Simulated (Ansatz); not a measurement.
## CuI under a change: pressure 22.5 GPa

Consider CuI in the zinc blende structure (space group F-43m, No. 216; a = 6.023 Å).

Perturbation: cell and atoms relaxed at a pressure of 22.5 GPa.

Computed with plane-wave PAW DFT at the r2SCAN level (Ansatz, a first-principles code, 500 eV), no SOC. Settings: 10×10×10 k-points, 0.05 eV Fermi–Dirac smearing.

```json
[
 {"quantity": "volume per atom", "base": "27.31 Å³", "changed": "21.01 Å³", "shift": "-6.30 Å³"},
 {"quantity": "density", "base": "5.79 g/cm³", "changed": "7.53 g/cm³", "shift": "+1.74 g/cm³"},
 {"quantity": "shortest interatomic distance", "base": "260.8 pm", "changed": "239.0 pm", "shift": "-21.8 pm"},
 {"quantity": "enthalpy H = E + PV relative to the base's energy", "base": "–", "changed": "+3.29 eV/atom", "shift": "–"},
 {"quantity": "band gap", "base": "1.67 eV", "changed": "2.30 eV", "shift": "+0.63 eV"},
 {"quantity": "gap character", "base": "direct at Γ", "changed": "indirect, Γ → X", "shift": "–"},
 {"quantity": "width of the top valence band", "base": "1.56 eV", "changed": "2.81 eV", "shift": "+1.25 eV"},
 {"quantity": "hole mass (degenerate bands, along [100])", "base": "0.29, 0.71, 0.71 mₑ (at Γ)", "changed": "0.26, 0.41, 0.41 mₑ (at Γ)", "shift": "–"},
 {"quantity": "valley order (the lowest conduction-band minima on the path, energy above the VBM, named in the base's zone)", "base": "Γ 1.67 eV; L along ⟨111⟩ 2.57 eV; X along ⟨100⟩ 2.90 eV", "changed": "X along ⟨100⟩ 2.30 eV; Γ 2.61 eV; L along ⟨111⟩ 2.77 eV", "shift": "–"}
]
```

With I present, leaving out spin-orbit coupling can change the band edges. Load acts through the strain it causes; cell and atoms are relaxed under it. Effective masses come from finite differences of ±0.01 Å⁻¹. Stability against distortions was not tested. Tetrahedral semiconductors of this kind turn to denser phases somewhere between about 1 and 50 GPa; those were not computed, so compressed cells here can lie past the real transition. All final runs are without spin polarisation.
